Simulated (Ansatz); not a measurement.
**BeTe, pressure series**

Start from BeTe in the zinc blende structure (space group F-43m, No. 216; a = 5.657 Å).

Cell and atoms are relaxed at each pressure.

Method: Ansatz (an electronic-structure program), r2SCAN, PAW, cutoff 500 eV, spin-orbit coupling left out.

Candidates:
(a) pressure 22.5 GPa
(b) pressure −2 GPa
(c) pressure 4.5 GPa

For the base:

The band gap is 2.37 eV.

Q: Order them by band gap, lowest first.

A: (a) pressure 22.5 GPa (1.68 eV), (c) pressure 4.5 GPa (2.21 eV), (b) pressure −2 GPa (2.46 eV)

Spin-orbit coupling, missing from the scalar runs, can matter with Te. Load acts through the strain it causes; cell and atoms are relaxed under it. Whether these cells are dynamically stable was not tested. No other phases were tried under pressure.
